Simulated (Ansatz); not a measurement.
**BeSe: energy against strain**

BeSe (zinc blende, F-43m, 16.865 Å³/atom at rest, cube axes along x, y and z) under a strain ε along a cube axis (axis z), the other axes held. PBEsol in Ansatz, a plane-wave DFT program (PAW, default set), 420 eV, 11×11×11 Γ-centred mesh, Fermi-Dirac smearing 0.05 eV; ions are relaxed within the symmetry of each cell.

Here s stands for strain and y for E less E0.

| strain (%) | E less E0 (meV/atom) |
|---|---|
| -1.50 | 1.57 |
| -1.00 | 0.69 |
| -0.50 | 0.17 |
| 0.00 | 0.00 |
| 0.50 | 0.17 |
| 1.00 | 0.69 |
| 1.50 | 1.54 |
| 3.00 | ? |

The 7 complete rows are fitted with a parabola, y against s. Least squares gives y = -0.002 - 0.0064·s + 0.6919·s². Residuals (row less fit): 0.006, -0.006, -0.004, 0.002, 0.002, 0.006, -0.005; standard error 0.006 (degrees of freedom: 4). Twice the quadratic coefficient over the volume, 2 × 0.6919 meV × 10⁴ × 0.1602 / 16.865 Å³, is the elastic constant C11 = 131 ± 0.5 GPa.

Question: Estimate the missing y (s = 3.00); what did the run itself give?

Answer: y = -0.002 - 0.0064 × 3.0 + 0.6919 × 3.0² = 6.206 meV/atom. The calculation gives 6.09 meV/atom, 0.116 meV/atom below the prediction (1.9 % of the range of y in the table). The row lies outside the fitted rows, so this is an extrapolation. From the scatter of the fitted rows alone, a prediction at this place has a standard error of 0.025 meV/atom, so the miss is 4.6 times that.

One order more, fitted to all 13 runs of the series, follows each within 0.01, so the miss is the next term of a smooth law. Rows are the converged runs of the series near zero and its far end; series whose fitted rows scatter by over a few per cent of the range, as at a crossing or softening among them, aren't shown in this form. Most that stay on the fit to the last digits aren't either.
